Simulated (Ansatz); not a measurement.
The reference is Be in the hcp (Mg type) structure (space group P6_3/mmc, No. 194).

```yaml
crystal:
  lattice:
    - [2.25712, 0.00000, 0.00000]
    - [-1.12856, 1.95472, 0.00000]
    - [0.00000, 0.00000, 3.55289]
  atoms:
    - { symbol: Be, position: [0.66667, 0.33333, 0.75000] }
    - { symbol: Be, position: [0.33333, 0.66667, 0.25000] }
```

Computed with PBEsol, PAW, 420 eV (Ansatz, an electronic-structure program; without spin-orbit coupling).

One change was made to it. Results:

```tsv
quantity	base	after
shortest interatomic distance	220.3 pm	213.2 pm
c/a ratio	1.574	1.581
density	1.91 g/cm³	2.11 g/cm³
```

Task: Which of these changes matches the shifts?
A. pressure 30 GPa
B. pressure −2 GPa
C. pressure 15 GPa
D. pressure −1 GPa

Result: C, pressure 15 GPa. For comparison, the shortest interatomic distance in the other runs: pressure −2 GPa gives 221.5 pm; pressure −1 GPa gives 220.9 pm; pressure 30 GPa gives 208.0 pm.

Load acts through the strain it causes; cell and atoms are relaxed under it. Whether these cells are dynamically stable was not tested. Competing high-pressure phases were not computed.
